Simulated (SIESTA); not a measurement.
Band structure of LuBrO (P4/nmm, 6 atoms in the cell).

```yaml
crystal:
  lattice:
    - [3.76008, 0.00000, 0.00000]
    - [0.00000, 3.76008, 0.00000]
    - [0.00000, 0.00000, 8.34398]
  atoms:
    - { symbol: Lu, position: [0.00000, 0.50000, 0.36724] }
    - { symbol: Lu, position: [0.50000, 0.00000, 0.63276] }
    - { symbol: Br, position: [0.50000, 0.00000, 0.17180] }
    - { symbol: Br, position: [0.00000, 0.50000, 0.82820] }
    - { symbol: O, position: [0.00000, 0.00000, 0.50000] }
    - { symbol: O, position: [0.50000, 0.50000, 0.50000] }
```

Level of theory: GGA PBEsol, numerical atomic orbitals TZP, PseudoDojo PBEsol standard norm-conserving potentials (rewritten from UPF to PSML) in SIESTA.

Settings: XC.functional = GGA; XC.authors = PBEsol; potentials = PseudoDojo PBEsol standard; PAO.BasisSize = TZP; PAO.EnergyShift = 0.01 Ry; MeshCutoff = 400 Ry; kgrid.MonkhorstPack = 5 5 2 shifted by 0.5 0.5 0.5; OccupationFunction = FD; ElectronicTemperature = 0.05 eV; MaxSCFIterations = 150; SCF.Mixer.Method = Broyden; SCF.Mixer.Weight = 0.1; SCF.Mixer.History = 8; SCF.DM.Tolerance = 1.0E-05.

The starting cell comes from a database of published, mostly measured structures (it also holds non-ambient and calculated ones), without a prior relaxation at this level. Its lattice was rescaled by a random factor within 2.5 % of one. Spin-orbit coupling is off. Values carry the incompleteness of an atom-centred basis.

Problem. Predict the gap along the standard path and the places of the band edges.

Solution. The gap along the path is 4.05 eV, direct at Γ to within 0.01 eV.

Levels in eV from the top of the valence band on the path, bands 35 to 39:
```csv
point,35,36,37,38,39
Γ,-0.89,-0.09,-0.09,0.00,4.05
X,-0.96,-0.96,-0.45,-0.45,5.63
M,-0.88,-0.88,-0.55,-0.55,4.72
Z,-0.59,-0.59,-0.23,-0.23,4.31
R,-0.69,-0.69,-0.45,-0.45,5.52
A,-0.81,-0.81,-0.55,-0.55,4.73
```

Higher empty bands are left out: an atom-centred basis made for the valence describes them poorly.
